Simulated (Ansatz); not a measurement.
We consider cubic perovskite CsPbCl₃ (cubic high-temperature phase), described by PBEsol (Ansatz, an electronic-structure program, PAW).

Run with plane-wave cutoff 520 eV, 4×4×4 k mesh, scalar-relativistic PAW data made under PBE.

Computed at the level's own relaxed cell.

### Question
Predict the elastic constant C11, Poisson ratio, Voigt–Reuss–Hill shear modulus (Hill average), Young modulus, elastic constant C12 and elastic constant C44.

### Answer

- elastic constant C11: 59.1 GPa
- Poisson ratio: 0.325
- Voigt–Reuss–Hill shear modulus (Hill average): 9.96 GPa
- Young modulus: 26.4 GPa
- elastic constant C12: 8.07 GPa
- elastic constant C44: 4.66 GPa

Note: the relaxation could not lower the start's symmetry, so the cell can be a saddle point above a distorted one.

Elastic constants are with the ions relaxed.

Spin–orbit coupling is not included; it can shift volumes and moduli of such heavy elements.

Computed values are for the static lattice.

Computing time: around 90 core-seconds (rough).
